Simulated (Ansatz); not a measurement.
Consider HfO₂ in the CdI2 type structure (space group P-3m1, No. 164; a = 3.227 Å, c = 4.556 Å; a hypothetical phase, not in the database extracts checked; layered, stacked along the Cartesian z axis).

Calculations: Kohn–Sham DFT with the r2SCAN+rVV10 functional, run in Ansatz (a first-principles code) with PAW and 500 eV plane waves, without spin-orbit coupling.

For the base:

* **Pressure**: 0.00 GPa
* **Gap character**: indirect, K–Γ (71 % along) → K
* **Width of the top valence band**: 1.05 eV

Modification: an isotropic linear strain of −5.39 %; the atoms relax in the strained cell.

How does this affect the valence-band top at Γ, largest internal atomic displacement, pressure, gap character and width of the top valence band?

The valence-band top at Γ (three highest levels, from the VBM) amounts to 0.00, -0.45, -0.45 eV; the largest internal atomic displacement is 0.123 Å; the pressure (mean of the normal stresses, compression positive) goes from zero to 25.82 GPa; the gap character changes from indirect, K–Γ (71 % along) → K to indirect, Γ → M; the width of the top valence band goes up by 0.444 eV to 1.50 eV.

With Hf present, leaving out spin-orbit coupling can change the band edges. No phonon test of stability was made.
